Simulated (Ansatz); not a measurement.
# Sc: strain along the normal

Sc (hcp, P6_3/mmc, 24.721 Å³/atom at rest, c along z) under an equal strain ε in the (0001) plane with the normal axis free, as in a coherent film. PBE in Ansatz, a plane-wave DFT program (PAW, default set), 420 eV, 20×20×11 Γ-centred mesh, Fermi-Dirac smearing 0.10 eV; ions are relaxed within the symmetry of each cell.

Here s stands for strain and y for normal strain.

| strain (%) | normal strain (%) |
|---|---|
| -1.50 | 0.90 |
| -1.00 | 0.59 |
| -0.50 | 0.29 |
| 0.00 | 0.00 |
| 0.50 | -0.28 |
| 1.00 | -0.56 |
| 1.50 | -0.83 |
| 3.00 | ? |

The 7 complete rows are fitted with a straight line, y against s. Means: s 0, y 0.016. About the means, the sum of products is -4.0300 and the sum of squares of s is 7.0000; the slope is their ratio. Least squares gives y = 0.016 - 0.5757·s. Residuals (row less fit): 0.020, -0.002, -0.014, -0.016, -0.008, 0.000, 0.018; standard error 0.016 (degrees of freedom: 5). The slope, -0.58 ± 0.01, is the elastic response of the normal axis, −2C13/C33.

Question: What does the fit predict for y at s = 3.00, and how far is the calculated value from it?

Answer: y = 0.016 - 0.5757 × 3.0 = -1.711%. The calculation gives -1.64%, 0.071% above the prediction (2.8 % of the range of y in the table). The row lies outside the fitted rows, so this is an extrapolation. From the scatter of the fitted rows alone, a prediction at this place has a standard error of 0.025%, so the miss is 2.8 times that.

One order more, fitted to all 13 runs of the series, follows each within 0.02, so the miss is the next term of a smooth law. In a metal these values are sensitive to mesh and smearing; energies are taken to zero smearing, stresses follow the free energy. Rows are the converged runs of the series near zero and its far end; series whose fitted rows scatter by over a few per cent of the range, as at a crossing or softening among them, aren't shown in this form. Most that stay on the fit to the last digits aren't either.
